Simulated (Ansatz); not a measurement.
The starting structures come from a database of crystals and need not be the phases stable at ambient conditions.

## Evanescent states of Tl₂MoO₄ (P-3m1, not sure to be the ambient phase, 14 atoms a cell, 21.3 Å³ an atom, -3 GPa at this level) along the normal of (100)

All values below come from r2SCAN (plane waves, PAW; Ansatz, a first-principles code).

The gap is the functional's own, uncorrected, and κ follows it; spin-orbit coupling is left out. Mid-gap values are interpolated between the computed energies.

Energies count from the valence-band top; κ is the least over a 6×4 mesh across the current.

```json
[
 {"E (eV)": "0.09", "κ (1/Å)": "0.155", "where": "Γ"},
 {"E (eV)": "0.27", "κ (1/Å)": "0.259", "where": "Γ"},
 {"E (eV)": "0.45", "κ (1/Å)": "0.316", "where": "Γ"},
 {"E (eV)": "0.63", "κ (1/Å)": "0.350", "where": "Γ"},
 {"E (eV)": "0.81", "κ (1/Å)": "0.370", "where": "Γ"},
 {"E (eV)": "0.99", "κ (1/Å)": "0.384", "where": "Γ"},
 {"E (eV)": "1.17", "κ (1/Å)": "0.393", "where": "off Γ"},
 {"E (eV)": "1.35", "κ (1/Å)": "0.396", "where": "off Γ"},
 {"E (eV)": "1.53", "κ (1/Å)": "0.395", "where": "off Γ"},
 {"E (eV)": "1.71", "κ (1/Å)": "0.393", "where": "off Γ"},
 {"E (eV)": "1.89", "κ (1/Å)": "0.388", "where": "off Γ"},
 {"E (eV)": "2.07", "κ (1/Å)": "0.381", "where": "off Γ"},
 {"E (eV)": "2.25", "κ (1/Å)": "0.367", "where": "off Γ"},
 {"E (eV)": "2.43", "κ (1/Å)": "0.350", "where": "off Γ"},
 {"E (eV)": "2.61", "κ (1/Å)": "0.332", "where": "off Γ"},
 {"E (eV)": "2.79", "κ (1/Å)": "0.311", "where": "off Γ"},
 {"E (eV)": "2.97", "κ (1/Å)": "0.286", "where": "off Γ"},
 {"E (eV)": "3.15", "κ (1/Å)": "0.255", "where": "off Γ"},
 {"E (eV)": "3.33", "κ (1/Å)": "0.208", "where": "off Γ"},
 {"E (eV)": "3.51", "κ (1/Å)": "0.131", "where": "off Γ"}
]
```

Q: How thick must the barrier be to attenuate the transmission by 10^4 when the electrodes' Fermi level lies at 0.09 eV, and what attenuation does that film give at 3.33 eV?

A: d = 4 ln 10 / (2 × 0.155) = 29.7 Å. At 3.33 eV it gives 4 × 0.208/0.155 = 5.4 decades.
